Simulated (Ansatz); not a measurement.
Start from TiB₂ (space group P6/mmm, No. 191; a = 3.017 Å, c = 3.185 Å). Axes: x lies along a and z along c of the hexagonal cell.

Structures relaxed with PBEsol (Ansatz, a first-principles code; PAW; 420 eV plane waves; no spin-orbit coupling).

Base:

Simulated powder pattern, Cu Kα1, λ = 1.54056 Å (kinematic, ideal powder, no thermal factors, no anomalous dispersion; the 8 strongest lines at most, above 2 %, up to 2θ = 90°):

| 2θ (°) | I/Imax (%) | hkl |
|---|---|---|
| 27.99 | 20 | (001) |
| 34.29 | 58 | (100) |
| 44.83 | 100 | (101) |
| 57.85 | 9.1 | (002) |
| 61.40 | 22 | (110) |
| 69.00 | 13 | (102) |
| 79.17 | 15 | (201) |
| 89.38 | 15 | (112) |

After one change:

Simulated powder pattern, Cu Kα1, λ = 1.54056 Å (kinematic, ideal powder, no thermal factors, no anomalous dispersion; the 8 strongest lines at most, above 2 %, up to 2θ = 90°):

```csv
2θ (°),I/Imax (%)
27.99,29
33.86,58
34.29,28
44.49,100
44.83,49
61.13,22
78.20,16
89.15,15
```

Q: What was done to the base?
A) isotropic strain −2.33 %
B) uniaxial strain ε_xx = +1.63 %
C) uniaxial strain ε_zz = −1.77 %
D) isotropic strain −4.20 %

A: B, uniaxial strain ε_xx = +1.63 %. Its volume per atom is 8.51 Å³ against 8.37 Å³, and its space group is Cmmm (No. 65).

Stability against distortions was not tested. The final runs are not spin-polarised.
